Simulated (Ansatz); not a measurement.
Take Cu in the fcc (Cu type) structure (space group Fm-3m, No. 225; a = 3.5638 Å) as the base.

Level of theory: PBEsol (Ansatz, a program for electronic structure; PAW; 420 eV plane waves; no spin-orbit coupling).

Base values:

- Largest site moment: 0.00 μB
- Lattice parameter a: 3.564 Å

One thing is altered: Ni takes the place of Cu on all its sites, then cell and atoms are relaxed.

Tabulated Pauling electronegativity and covalent radius: Cu 1.90, 1.32 Å; Ni 1.91, 1.24 Å.

Q: How does this affect the largest site moment and lattice parameter a?

A: The largest site moment goes from zero to 0.65 μB; the lattice parameter a shrinks by 0.101 Å, from 3.564 Å to 3.463 Å.

The magnetic state is the one reached from the starting moments; the real material's order can differ, and small cells can't hold many antiferromagnetic ones. No phonon test of stability was made. Spin-polarised in the final run: Ni; the other runs are not.
